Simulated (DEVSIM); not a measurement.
Structure: abrupt GaAs p-n junction, at 300 K.

| layer (left to right) | material | thickness (μm) | Nd (cm⁻³) | Na (cm⁻³) | τn (s) | τp (s) |
|---|---|---|---|---|---|---|
| 1 | GaAs | 0.790 | - | 4.5e15 | 5.5e-8 | 5.5e-8 |
| 2 | GaAs | 0.910 | 2.3e16 | - | 5.5e-8 | 5.5e-8 |

Left contact: ohmic. Right contact: ohmic. Voltage is applied to the left contact. Recombination: SRH at mid-gap. Mobility is constant in doping.

Constants are typed, rounded textbook-type inputs, not results; the design itself was drawn at random and stands for no fabricated device. Values at 300 K.

```csv
parameter,GaAs
gap (eV),1.424
affinity (eV),4.07
permittivity,12.9
Nc (cm⁻³),4.7e17
Nv (cm⁻³),9e18
μn (cm²/Vs),8500
μp (cm²/Vs),400
```

DEVSIM, 1D drift-diffusion, Boltzmann statistics, complete ionisation; no tunnelling, impact ionisation, image-force lowering or self-heating.

The thickness of layer 1 was swept, all else fixed.

| thickness of layer 1 (μm) | dark forward voltage at 1 A/cm² (V) | dark forward voltage at 100 A/cm² (V) | largest field in the device at zero bias (V/cm) |
|---|---|---|---|
| 0.16 | 0.818 | 0.952 | 51000 |
| 0.28 | 0.846 | 0.982 | 40000 |
| 0.47 | 0.879 | 1.007 | 35000 |
| 0.79 | 0.902 | 1.026 | 34000 |
| 1.3 | (withheld) | (withheld) | 34000 |
| 2.4 | 0.937 | 1.061 | 34000 |
| 4 | 0.950 | 1.077 | 34000 |

**Question.** What belongs in the gaps?

**Answer.** 
- 1.3, dark forward voltage at 1 A/cm² (V): 0.919
- 1.3, dark forward voltage at 100 A/cm² (V): 1.042
